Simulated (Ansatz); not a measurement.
**Worked example: self-consistent single point of PdIn (Pm-3m, 2 atoms in the cell) in Ansatz (an electronic-structure program)**

Computed with PBE (plane waves, PAW; Ansatz).

Input:

Ansatz 0.2 input:
```yaml
crystal:
  lattice:
    - [3.259750, 0.000000, 0.000000]
    - [0.000000, 3.259750, 0.000000]
    - [0.000000, 0.000000, 3.259750]
  atoms:
    - { symbol: In, position: [0.500000, 0.500000, 0.500000] }
    - { symbol: Pd, position: [0.000000, 0.000000, 0.000000] }
basis:
  ecutwfc: 420.0
kpoints:
  mp_grid: { grid: [10, 10, 10] }
hamiltonian:
  xc: pbe
  pseudopotentials: { kind: paw }
scf:
  occupations: { method: gaussian, width: 0.1 }
output:
  forces: true
  eigenvalues: true
  stress: true
```

The program printed (abridged):

```
WARN ansatz: RAYON_NUM_THREADS=1 ignored (pool sized by the plan → 1); use --threads N
Pseudopotentials: kind: paw
Pseudopotential: In, paw, valence charge 13
Pseudopotential: Pd, paw, valence charge 18
Crystal: 2 atoms, lattice volume = 34.638 Å³
Basis set: ecut = 420 eV, 691 PW (Γ), exchange–correlation on 48×48×48 points (8 copies of the dense FFT grid, shifted against one another)
Bands: 20, of which v1, the nominal top of the filled ones, is band 16 counted from 1 (15 counted from 0)
Symmetry: 48 space group operations
Space group: Pm-3m (ITA 221), of the structure as read, at distance tolerance 3.3e-5 Å
k-points: 56 of 1000
Initial density: superposition of atomic densities (neutral atoms: chi_scale 0, normalization atom), corrected by the library's trained network
Initial wavefunctions: pseudopotential atomic-orbital guess
Eigensolver: davidson
Functional: x = pbe(κ = 0.804, μ = 0.2195149727645171), c = pbe(β = 0.06672455060314922)
SCF iter   1: F=—  HF=-12571.648062 eV  |F-HF|=—  |Δ(HF+E_count)|=         —  Δρ=1.52e-3  dr2=7.21e-4  ethr=1.77e-3  ⟨swp⟩=5.7  Hψ=5031  notcnv=0
all-band conjugate gradients solve this SCF's bands
preconditioner: auto → none
SCF iter   2: F=—  HF=-12571.648568 eV  |F-HF|=—  |Δ(HF+E_count)|=   5.06e-4  Δρ=9.80e-4  dr2=3.72e-4  ethr=2.33e-6  ⟨swp⟩=2.7  Hψ=2286  notcnv=0
SCF iter   3: F=—  HF=-12571.648559 eV  |F-HF|=—  |Δ(HF+E_count)|=   8.97e-6  Δρ=2.64e-4  dr2=1.47e-5  ethr=1.20e-6  ⟨swp⟩=2.0  Hψ=1432  notcnv=0
SCF iter   4: F=—  HF=-12571.648560 eV  |F-HF|=—  |Δ(HF+E_count)|=   5.87e-7  Δρ=4.76e-5  dr2=3.98e-7  ethr=4.74e-8  ⟨swp⟩=2.3  Hψ=1896  notcnv=0
iter 5 did not close the SCF: its close was put off for the readings that it lacked (scf_convergence_deferred on its scf_iter line)
SCF iter   5: F=-12571.648560 eV  HF=-12571.648560 eV  |F-HF|=6.10e-9  |Δ(HF+E_count)|=   5.26e-8  Δρ=7.22e-6  dr2=5.96e-9  ethr=1.28e-9  ⟨swp⟩=2.1  Hψ=1453  notcnv=0
SCF iter   6: F=-12571.648560 eV  HF=-12571.648560 eV  |F-HF|=1.66e-10  |Δ(HF+E_count)|=   7.55e-9  Δρ=2.08e-6  dr2=7.47e-10  ethr=1.92e-11  ⟨swp⟩=2.7  Hψ=3881  notcnv=0
SCF 1 converged in 6 iterations: F = -12571.648560 eV  dr2 = 7.47e-10
SCF converged after 6 iterations
Free energy (F): -12571.648560 eV
Harris-Foulkes:  -12571.648560 eV  (|F-HF|=1.66e-10)
Internal energy: -12571.643360 eV  (E = F + TS)
E sigma→0 (E₀):  -12571.645960 eV
Entropy (-TS):   -0.005200 eV (-2.600 meV/atom)
Fermi energy:    17.131658 eV
--- Per-component energies (eV) ---
  E_band       = -137.839171
  E_kinetic    = 760.939033
  E_local      = -2878.573283  (includes V_loc(G=0)·N_el)
  E_nonlocal   = 585.151468
  E_hartree    = 1171.839077
  E_xc         = -385.133222
  E_vxc        = -312.670223  (∫ρ·V_xc dr)
  E_paw        = -7907.418894  (= ΣΔE_a)
  E_vpaw       = -636.365948  (= ΣTr[D̂ρ^β])
  E_aug_tail   = 0.000226  (compensation charges beyond the density's cutoff)
  E_ewald      = -3918.447765
  E_smearing   = -0.005200  (= −TS)
  E_closure    = 0.000000  (closes the sum)
  Σ components = -12571.648560   (vs F -12571.648560, Δ=0.00e0)
--- Forces (eV/Å), atoms counted from 1 ---
  atom   1  In     0.00000000    -0.00000000     0.00000000
  atom   2  Pd    -0.00000000     0.00000000     0.00000000
  max |Σ_I F_I| component: 5.06e-29 eV/Å
--- Stress (GPa, compression-positive) ---
        5.407660       0.000000       0.000000
        0.000000       5.407660       0.000000
        0.000000       0.000000       5.407660
  P = ⅓ Tr σ = 5.4077 GPa (54.077 kbar)
  The stress holds the Pulay correction. Without it, at fixed plane waves, as pw.x and ABINIT print it: P = 5.3266 GPa
--- Band table (eV; the first three rows and the last of 56) ---
  k-point 0: bands = ["-67.5688", "-33.3161", "-33.3161", "-33.3161", "2.0068", "2.0068", "2.4295", "2.4295", "2.4295", "6.8422", "13.1173", "13.1173", "14.6881", "14.6881", "14.6881", "21.2410", "21.2410", "21.2410", "26.5549", "27.6472"]
  k-point 1: bands = ["-67.5687", "-33.3194", "-33.3159", "-33.3159", "2.0125", "2.0415", "2.4191", "2.4191", "2.4327", "7.0030", "13.1184", "13.1439", "14.5682", "14.5682", "14.6807", "20.1897", "21.5620", "21.5620", "26.9161", "27.5854"]
  k-point 2: bands = ["-67.5683", "-33.3278", "-33.3153", "-33.3153", "2.0276", "2.1321", "2.3918", "2.3918", "2.4411", "7.4830", "13.1214", "13.1517", "14.2852", "14.2852", "14.6613", "18.3304", "22.4465", "22.4465", "27.0428", "27.4141"]
  k-point 55: bands = ["-67.5641", "-33.3436", "-33.3436", "-33.3436", "2.1503", "2.1503", "2.1503", "2.6487", "2.6487", "12.0548", "12.0548", "12.0548", "15.3103", "15.3103", "16.9750", "20.8054", "20.8054", "20.8054", "21.4385", "21.4385"]
```

The run converged in 6 iterations.

The starting cell has typed, rounded lattice constants, without a prior relaxation at this level. Its lattice was rescaled by up to half a per cent. Spin polarisation is off. With a pressure of about 5 GPa the cell is away from its equilibrium volume at this level. Ansatz's pressure includes its estimate of the finite-basis (Pulay) stress.
